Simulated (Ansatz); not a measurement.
**Si: strain along the normal**

Si (diamond, Fd-3m, 19.706 Å³/atom at rest) under an equal strain ε in the (001) plane with the normal axis free, as in a coherent film. LDA in Ansatz, a plane-wave DFT program (PAW, default set), 420 eV, 11×11×11 Γ-centred mesh, Fermi-Dirac smearing 0.05 eV; ions are relaxed within the symmetry of each cell.

Here s stands for strain and y for normal strain.

| strain (%) | normal strain (%) |
|---|---|
| -3.00 | ? |
| -1.50 | 1.19 |
| -1.00 | 0.79 |
| -0.50 | 0.40 |
| 0.00 | 0.00 |
| 0.50 | -0.40 |
| 1.00 | -0.81 |
| 1.50 | -1.22 |

Fit y of the 7 rows that show it with a straight line. Means: s 0, y -0.007. About the means, the sum of products is -5.6150 and the sum of squares of s is 7.0000; the slope is their ratio. Least squares gives y = -0.007 - 0.8021·s. Residuals (row less fit): -0.006, -0.005, 0.006, 0.007, 0.008, -0.001, -0.010; standard error 0.008 (degrees of freedom: 5). The slope, -0.80 ± 0.00, is the elastic response of the normal axis, −2C12/C11 for this plane.

### Question
Estimate the missing y (s = -3.00); what did the run itself give?

### Answer
y = -0.007 - 0.8021 × (-3.0) = 2.399%. The calculation gives 2.38%, 0.019% below the prediction (0.5 % of the range of y in the table). The row lies outside the fitted rows, so this is an extrapolation. From the scatter of the fitted rows alone, a prediction at this place has a standard error of 0.012%, so the miss is 1.6 times that.

Rows are the converged runs of the series near zero and its far end; series whose fitted rows scatter by over a few per cent of the range, as at a crossing or softening among them, aren't shown in this form. Most that stay on the fit to the last digits aren't either.
